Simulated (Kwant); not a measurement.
Device: six-terminal Hall bar in a ZnO two-dimensional gas. Effective mass 0.3 mₑ, grid spacing 7.7 nm, hard walls, nominal width 200 nm (25 grid rows, so walls 200.2 nm apart), one parabolic valley, scattering region 520 nm long along x; energies count from the band bottom; Fermi energy swept from 0.00015875 to 0.00127 eV. Four side probes 100 nm wide, two on each edge; current runs along x; the sign of the Hall resistance is a convention. Perpendicular field 0.75 T, also in the leads; orbital effect alone.

Constants are typed, rounded textbook-type inputs, not results; the design itself was drawn at random and stands for no fabricated device.

Model: effective-mass tight-binding model on a square grid, one spin, coherent transport at 0 K (Kwant). Resistances are in h/e².

### Question
How many Landau levels lie under the Fermi energy, and what Hall resistance follows, at 0.215 meV and 0.750 T; 0.309 meV and 0.750 T; 0.874 meV and 0.750 T; 1.16 meV and 0.750 T?

### Answer
ħωc = ħeB/m = 0.386 meV a tesla; levels lie at (n + ½)ħωc. E/ħωc = 0.74 gives 1 level and h/(1e²) = 1.000; simulated 1.000. E/ħωc = 1.07 gives 1 level and h/(1e²) = 1.000; simulated 1.000. E/ħωc = 3.02 gives 3 levels and h/(3e²) = 0.333; simulated 0.333. E/ħωc = 4.00 gives 4 levels and h/(4e²) = 0.250; simulated 0.250.
